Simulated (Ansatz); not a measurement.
PtSb2: isotropic strain −2.05 %

The parent structure is PtSb2 (space group Pa-3, No. 205; a = 6.553 Å).

Now apply this change: the cell is scaled by 0.9795 in all directions, atoms relaxed at fixed cell.

Method: Ansatz (a first-principles code), PBE, PAW, cutoff 420 eV, no SOC. k-mesh 6×6×6 (Γ-centred); smearing 0.05 eV (Fermi–Dirac).

The volume per atom drops by 1.41 Å³ to 22.04 Å³ and the space group remains Pa-3 (No. 205). The energy rises by 32 meV/atom and the pressure goes from zero to 7.6 GPa. The band gap remains zero.

Spin-orbit coupling, missing from the scalar runs, can matter with Pt and Sb. Whether these cells are dynamically stable was not tested. All final runs are without spin polarisation. A zero or small gap of PtSb2 can be the functional's error rather than a property of the material.
